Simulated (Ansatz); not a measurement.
Take CdS in the zinc blende structure (space group F-43m, No. 216; a = 5.878 Å) as the base. Axes: x, y, z lie along the cube axes.

All numbers come from r2SCAN (Ansatz, a quantum-chemistry and plane-wave program; PAW; 500 eV plane waves; scalar-relativistic without spin-orbit coupling).

One thing is altered: biaxial strain −0.83 %, plane normal [001], relaxed out of plane (Cartesian); in-plane vectors clamped, the third vector and the atoms free.

Question: How does this affect the energy relative to the base?

Answer: The energy grows by 0.5 meV/atom.

Question: What does the calculation give for the ratio −ε⊥/ε∥ after the change?

Answer: The ratio −ε⊥/ε∥ is 1.47.

Stability against distortions was not tested.
